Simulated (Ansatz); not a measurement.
Take Rh in the fcc (Cu type) structure (space group Fm-3m, No. 225; a = 3.800 Å) as the base.

Structures relaxed with Ansatz (a first-principles code) r2SCAN, no SOC.

Base:

Simulated powder pattern, Cu Kα1, λ = 1.54056 Å (kinematic, ideal powder, no thermal factors, no anomalous dispersion; the 8 strongest lines at most, above 2 %, up to 2θ = 90°):

```tsv
2θ (°)	I/Imax (%)	hkl
41.11	100	(111)
47.83	48	(200)
69.97	29	(220)
84.49	35	(311)
89.21	11	(222)
```

After one change:

Simulated powder pattern, Cu Kα1, λ = 1.54056 Å (kinematic, ideal powder, no thermal factors, no anomalous dispersion; the 8 strongest lines at most, above 2 %, up to 2θ = 90°):

```json
[
 {"2θ (°)": "24.67", "I/Imax (%)": "11"},
 {"2θ (°)": "39.02", "I/Imax (%)": "100"},
 {"2θ (°)": "44.30", "I/Imax (%)": "35"},
 {"2θ (°)": "47.45", "I/Imax (%)": "14"},
 {"2θ (°)": "64.44", "I/Imax (%)": "11"},
 {"2θ (°)": "66.92", "I/Imax (%)": "20"},
 {"2θ (°)": "77.97", "I/Imax (%)": "26"},
 {"2θ (°)": "82.56", "I/Imax (%)": "11"}
]
```

Problem. Which change produced these results?
A) x(Bi) = 0.25, 4 atoms, P4/mmm
B) x(Bi) = 0.75, 4 atoms, P4/mmm
C) x(Bi) = 0.75, 4 atoms, C2/m
D) x(Bi) = 0.25, 4 atoms, I4/mmm

Solution. D, x(Bi) = 0.25, 4 atoms, I4/mmm. Its volume per atom is 15.98 Å³ against 13.72 Å³, and its space group is I4/mmm (No. 139).

Each cell is one ordered arrangement of few atoms, which overstates ordering effects compared with a random alloy. No phonon test of stability was made. The final runs are not spin-polarised. BiRh3 and Bi3Rh have a high density of states at the Fermi level and may be magnetic at this level. Under x(Bi) = 0.25, 4 atoms, P4/mmm and x(Bi) = 0.75, 4 atoms, C2/m the cell changed shape so far that it is another structure.
